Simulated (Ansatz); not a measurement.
Defect calculation: Na interstitial in wurtzite AlN

Level of theory: PBE, PAW (plane waves to 420 eV; Ansatz, an electronic-structure program). The supercell holds 96 host sites (3×2×2 repeats of a cell of 8 atoms), with a 2×2×2 shifted k-point sampling for the final energies. Site at the start: void with 3N nearest. Finite-size correction: monopole term and site-potential alignment. Dielectric constants: PBE linear response of the host. Host gap at this level: 4.03 eV. Finite-size and sampling errors can reach tenths of an eV here. Levels are measured in PBE's own, too narrow, gap. Spin–orbit coupling is left out. Each state is the lowest found from its start.

The name describes the start; the neighbours show where the atoms ended.

Charges with a result: +1, 0. Others weren't obtained, and one of them could lie lower, also by skipping a charge.

| charge | moment (μB) | largest move off a lattice site (Å) | neighbours of the last Na atom of the defect at the end (Å) | image correction with alignment (eV) |
|---|---|---|---|---|
| +1 | not spin-polarised | 0.22 | N 2.11, N 2.11, N 2.11, Al 2.22, Al 2.22, Al 2.23, N 2.32, N 2.32 (the shell may go on) | 0.35 |
| 0* | fractional | 0.23 | N 2.11, N 2.12, N 2.12, Al 2.23, Al 2.23, Al 2.23, N 2.31, N 2.31 (the shell may go on) | – |

* At this level the carrier isn't localised at the defect: at charge 0 electrons occupy the conduction band. Such a state is shallow or no state of the defect, and this cell gives it no level.

Flagged in the runs: a host whose relaxation on this sampling wasn't shown to rest, a strain field that reaches the edge of the cell.
